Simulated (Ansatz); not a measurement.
BC3 monolayer, on its own PBE lattice.

```yaml
crystal:
  lattice:
    - [5.16492, 0.00000, 0.00000]
    - [-2.58246, 4.47296, 0.00000]
    - [0.00000, 0.00000, 18.00000]
  atoms:
    - { symbol: C, position: [0.31747, 0.15873, 0.50000] }
    - { symbol: C, position: [0.15873, 0.31747, 0.50000] }
    - { symbol: C, position: [0.84127, 0.15873, 0.50000] }
    - { symbol: C, position: [0.68253, 0.84127, 0.50000] }
    - { symbol: C, position: [0.84127, 0.68253, 0.50000] }
    - { symbol: C, position: [0.15873, 0.84127, 0.50000] }
    - { symbol: B, position: [0.33333, 0.66667, 0.50000] }
    - { symbol: B, position: [0.66667, 0.33333, 0.50000] }
```

Methods: PBE+D3(BJ) (plane waves to 420 eV, PAW; Ansatz, a quantum-chemistry and plane-wave program); r2SCAN (plane waves to 500 eV, PAW; Ansatz); HSE06 (plane waves to 420 eV, PAW; Ansatz). Geometries and values that name no level are of the first. Scalar-relativistic, without spin–orbit coupling; PBE gaps are too small against experiment. Its k-point mesh 9×9×1, Fermi–Dirac width 0.01 eV. HSE06 ran on meshes of its own (6×6×1); its edges and gaps are taken over the mesh and over extra points off it, mostly where PBE has its edges.

All levels ran on one geometry.

```csv
level,mesh,gap (eV)
PBE,9×9×1,0.65
r2SCAN,9×9×1,0.88
HSE06,6×6×1,…
```

Task: What belongs in the gaps?

Result: 
- HSE06, gap (eV): 1.84
